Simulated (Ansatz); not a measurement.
NH2 on the 1x1 (111) surface of fcc Ni, ferromagnetic, one in a 2x2 cell, energies for each (21.5 Å²). Energies are against NH3(g) − ½ H2(g), without zero-point or thermal terms; each row is named by its start. No converged result for: 2 more starts.

Level of theory: PBE (plane waves to 420 eV, PAW; Ansatz, a first-principles code).

Slab: 19 atoms, 6.0 Å thick at the start under the adsorbate (thin: gaps and levels are the slab's own); k 7x7x1, smearing 0.1 eV, dipole-corrected; 8 atoms held, the rest relaxed; each run with such symmetry as its start has; spin-polarised, no spin-orbit, no U, no dispersion correction.

A negative adsorption energy means that the adsorbate is more stable on the surface than in its reference. Heights count from the host atoms within 0.3 Å of the top one.

| starting site | E_ads (eV) | height (Å) | nearest host atom (Å) | bonded to | Δ work function (eV) | lateral drift (Å) | moment (μB) |
|---|---|---|---|---|---|---|---|
| hollow Ni-Ni-Ni over Ni at depth 4.0 Å | 0.13 | 1.48 | Ni 1.91 | 3 Ni | -1.90 | 0.2 | 10.3 |
| bridge Ni-Ni (span 2.5 Å) | -0.07 | 1.58 | Ni 1.93 | 2 Ni | -1.79 | 0.0 | 10.4 |
